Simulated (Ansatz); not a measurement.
Cell of Bi2Te3 on Bi2Te3 (facing Te atop Te, which symmetry holds and which is mostly a maximum against sliding), atoms relaxed in a fixed cell:

```yaml
crystal:
  lattice:
    - [4.35602, 0.00000, 0.00000]
    - [-2.17801, 3.77243, 0.00000]
    - [0.00000, 0.00000, 35.90000]
  atoms:
    - { symbol: Te, position: [0.33333, 0.66667, 0.22406] }
    - { symbol: Bi, position: [0.66667, 0.33333, 0.27291] }
    - { symbol: Te, position: [0.00000, 0.00000, 0.33126] }
    - { symbol: Bi, position: [0.33333, 0.66667, 0.38961] }
    - { symbol: Te, position: [0.66667, 0.33333, 0.43854] }
    - { symbol: Te, position: [0.66667, 0.33333, 0.56146] }
    - { symbol: Bi, position: [0.00000, 0.00000, 0.61039] }
    - { symbol: Te, position: [0.33333, 0.66667, 0.66874] }
    - { symbol: Bi, position: [0.66667, 0.33333, 0.72709] }
    - { symbol: Te, position: [0.00000, 0.00000, 0.77594] }
```

Computed with PBE (plane waves to 420 eV, PAW; Ansatz, an electronic-structure program). No spin–orbit coupling. Its k-point mesh 9×9×1, Fermi–Dirac width 0.01 eV. A dipole correction is on.

### Question
Give the plane-averaged electrostatic potential energy of an electron along the normal (the smooth PAW potential), about its mean over the cell, from 5 Å under the lowest atom to 5 Å over the highest.

### Answer
```
z (Å) | V (eV)
    3.141 | ############################## 4.26
    3.590 | ############################## 4.26
    4.188 | ############################## 4.26
    4.637 | ############################## 4.25
    5.086 | ############################## 4.25
    5.684 | ############################## 4.20
    6.133 | ############################## 4.04
    6.582 | ############################# 3.51
    7.180 | ###################### 0.28
    7.629 | ##################### -0.75
    8.227 | ###################### 0.02
    8.676 | ############### -3.49
    9.125 | ############ -5.27
    9.723 |  -11.58
   10.172 | ##### -8.80
   10.620 | ################## -2.27
   11.219 | ################## -2.03
   11.667 | ###################### 0.28
   12.116 | ###################### 0.29
   12.715 | ################### -1.74
   13.163 | ################## -2.26
   13.612 | ##### -8.79
   14.210 | ## -10.77
   14.659 | ############ -5.26
   15.257 | ################# -2.60
   15.706 | ####################### 0.81
   16.155 | ##################### -0.73
   16.753 | ######################### 1.54
   17.202 | ############################# 3.50
   17.651 | ############################## 4.01
   18.249 | ############################## 4.01
   18.698 | ############################# 3.50
   19.147 | ######################### 1.54
   19.745 | ##################### -0.73
   20.194 | ####################### 0.81
   20.642 | ################# -2.60
   21.241 | ############ -5.26
   21.690 | ## -10.77
   22.288 | ##### -8.79
   22.737 | ################## -2.26
   23.185 | ################### -1.74
   23.784 | ###################### 0.29
   24.232 | ###################### 0.28
   24.681 | ################## -2.03
   25.280 | ################## -2.27
   25.728 | ##### -8.80
   26.177 |  -11.58
   26.775 | ############ -5.27
   27.224 | ############### -3.49
   27.673 | ###################### 0.02
   28.271 | ##################### -0.75
   28.720 | ###################### 0.28
   29.318 | ############################# 3.51
   29.767 | ############################## 4.04
   30.216 | ############################## 4.20
   30.814 | ############################## 4.25
   31.263 | ############################## 4.25
   31.712 | ############################## 4.26
   32.310 | ############################## 4.26
   32.759 | ############################## 4.26
```
